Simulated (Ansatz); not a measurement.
Take a 16-atom supercell of NaF in the rock salt structure (space group Fm-3m, No. 225; a = 4.595 Å) at its relaxed geometry as the base.

The values are results of r2SCAN/PAW in Ansatz (a first-principles code), no SOC, not measurements.

Base values:

| Quantity | Value |
|---|---|
| Mean distance from the defect site to its nearest host atoms | 2.30 Å |
| Pressure | 0.0 GPa |

Now apply this change: a neutral F vacancy, atoms relaxed at fixed cell, starting from a slightly rattled geometry.

Problem. How does this affect the mean distance from the defect site to its nearest host atoms, pressure and largest displacement of a host atom from its site in the perfect cell?

Solution. The mean distance from the defect site to its nearest host atoms rises by 0.03 Å (2.30 Å → 2.33 Å); the pressure goes from zero to 1.7 GPa; the largest displacement of a host atom from its site in the perfect cell comes out as 0.03 Å.

The magnetic state is the one reached from the starting moments; the real material's order can differ, and small cells can't hold many antiferromagnetic ones. The cell is small, so the values are those of an ordered compound at a high defect concentration; dilute-limit values will differ. The defect cell is spin-polarised and ends with 1.0 μB.
